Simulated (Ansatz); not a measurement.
## Response to strain in BeS

Start from BeS in the zinc blende structure (space group F-43m, No. 216; a = 4.838 Å). Axes: x, y, z lie along the cube axes.

Strains are applied to the cell and any free atomic positions relax; under biaxial strain the out-of-plane vector relaxes too.

Method: Ansatz (a first-principles code) PBEsol, no SOC.

| biaxial strain, plane normal [001], relaxed out of plane (%) | band gap (eV) |
|---|---|
| 0 | 2.91 |
| 0.5 | 2.84 |
| 1 | 2.78 |
| 1.5 | 2.72 |
| 2 | ? |
| 2.5 | 2.61 |
| 3 | 2.55 |

**Question.** Fit E_g = E₀ + Dε (ε in %) to the rows shown and predict the withheld row.

**Answer.** Least squares on the printed values gives E₀ = 2.90 eV, D = -118 meV per % of strain (largest residual 0.01 eV); this predicts 2.67 eV, and the run gives 2.66 eV, in agreement.

Stability against distortions was not tested.
